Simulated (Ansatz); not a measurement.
**Cubic perovskite CsSnI3 (cubic high-temperature phase)**

Calculation: r²SCAN+rVV10 (Ansatz, an electronic-structure program, plane waves, PAW).

Numerical settings: plane-wave cutoff 560 eV, 6×6×6 k mesh, Fermi–Dirac smearing 0.01 eV, scalar-relativistic PAW data made under PBE.

Cell: relaxed at this level.

For cubic perovskite CsSnI3 (cubic high-temperature phase), the volume per atom is 46.70 Å³/atom, the bulk modulus B0 is 19.2 GPa and the lattice parameter a comes out as 6.158 Å. The band gap comes out as 0.29 eV and the Γ–Γ gap is 4.91 eV.

Note: the relaxation could not lower the start's symmetry, so the cell can be a saddle point above a distorted one.

Spin–orbit coupling is not included; it can close the smallest gap of 0.29 eV.

Static lattice: no zero-point or thermal effects.

It cost roughly 3 core-minutes of CPU time.
